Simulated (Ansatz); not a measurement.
The structure below was relaxed with Ansatz (a quantum-chemistry and plane-wave program) r2SCAN, scalar-relativistic without spin-orbit coupling, at pressure 75 GPa.

Space group Pm-3m (No. 221); a = b = c = 3.6836 Å, α = β = γ = 90.00°

```json
[
 {"atom": "Ti", "site": "1b", "symmetry": "m-3m", "x": "0.5000", "y": "0.5000", "z": "0.5000"},
 {"atom": "Ba", "site": "1a", "symmetry": "m-3m", "x": "0.0000", "y": "0.0000", "z": "0.0000"},
 {"atom": "O", "site": "3c", "symmetry": "4/mm.m", "x": "0.0000", "y": "0.5000", "z": "0.5000"}
]
```

Problem. Write out a cell with all atoms.

Solution. 
```
BaTiO3
1.0
    3.68360     0.00000     0.00000
    0.00000     3.68360     0.00000
    0.00000     0.00000     3.68360
Ti Ba O
1 1 3
Direct
  0.50000   0.50000   0.50000
  0.00000   0.00000   0.00000
  0.50000   0.50000   0.00000
  0.50000   0.00000   0.50000
  0.00000   0.50000   0.50000
```
This is the conventional cell.

Load acts through the strain it causes; cell and atoms are relaxed under it. Stability against distortions was not tested. Competing high-pressure phases were not computed. All final runs are without spin polarisation. Along this pressure series the structure jumps between pressure 7 GPa and pressure 15 GPa; cells beyond that are another form of it. The cell was made from BaTiO₃ (space group P4mm, No. 99) by this change: pressure 75 GPa.
